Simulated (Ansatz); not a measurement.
Start from ZrIr in the CsCl type structure (space group Pm-3m, No. 221; a = 3.2683 Å).

Levels (all Ansatz, a program for electronic structure, PAW): PBEsol (420 eV, scalar-relativistic without spin-orbit coupling); PBEsol+SOC (420 eV, spin-orbit coupling included).

The geometry is relaxed with PBEsol.

| Property | Result |
|---|---|
| PBEsol pressure | 0.0 GPa |

With PBEsol+SOC at the same geometry, the pressure goes from zero to 0.2 GPa.

Single points use the geometry relaxed with PBEsol. The spin-orbit shifts are approximate. Whether these cells are dynamically stable was not tested. The runs without spin-orbit coupling are not spin-polarised. An odd electron count without spin: ZrIr.
